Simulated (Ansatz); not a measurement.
Base system: Ge2Sb2Te5 (space group P-3m1, No. 164).

```
CELL_PARAMETERS angstrom
      4.29363     0.00000     0.00000
     -2.14681     3.71839     0.00000
      0.00000     0.00000    17.63591
ATOMIC_POSITIONS crystal
  Te 0.00000 0.00000 0.00000
  Ge 0.66667 0.33333 0.09824
  Ge 0.33333 0.66667 0.90176
  Te 0.33333 0.66667 0.19409
  Te 0.66667 0.33333 0.80591
  Sb 0.00000 0.00000 0.30944
  Sb 0.00000 0.00000 0.69056
  Te 0.66667 0.33333 0.40641
  Te 0.33333 0.66667 0.59359
```

Cartesian axes are those of the cell as printed.

The values are results of PBE (Ansatz, a first-principles code; PAW; 420 eV plane waves; no spin-orbit coupling), earlier PAW set, not measurements.

Modification: uniaxial strain ε_xx = −0.59 %, all other strain components held at zero; the atoms relax in the strained cell.

Task: Predict the stress tensor and what it implies for the stiffness.

Result: Stress of the strained cell less that of the base (GPa, compression positive):
```
   0.42    0.00    0.00
   0.00    0.09    0.03
   0.00    0.03    0.05
```

Then −Δσ_ii/ε with ε = -0.0059 gives relaxed-ion elastic constants: C11 ≈ 72 GPa.

No phonon test of stability was made.
